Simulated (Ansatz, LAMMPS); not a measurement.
## Random Si-Ge alloy, 5x5x5 cubic cells, lattice parameter by Vegard's rule

Cell 27.70 × 27.70 × 27.70 Å, Si759Ge241, 1000 atoms. Prepared with LAMMPS with Tersoff's 1989 multicomponent potential (SiCGe.tersoff): minimisation. 

Method: PBE, support functions at accuracy medium on the grid of 370 eV (norm-conserving potentials; Ansatz, a quantum-chemistry and plane-wave program).

Basis: localised support functions (accuracy medium) on a full density matrix. k-points: zone centre alone; occupations: Fermi-Dirac, 0.020 eV; spin polarisation not allowed. No spin-orbit coupling.

```yaml
energy over the perfect crystal(s), per atom: 14 meV/atom
Kohn-Sham gap of the cell on its k-mesh: 0.56 eV
coordination (neighbours within 2.849 Å): 100.0 % 4-fold
Ge-Ge bonds, mean ± spread: 2.468 ± 0.007 Å
Ge-Si bonds, mean ± spread: 2.423 ± 0.007 Å
Si-Si bonds, mean ± spread: 2.377 ± 0.008 Å
bond angles, mean ± spread: 109.5° ± 1.1°
pressure: -0.43 GPa
cost_of_the_final_run: very roughly 2.0 core-hours, 13 SCF iterations, 20 GiB
```
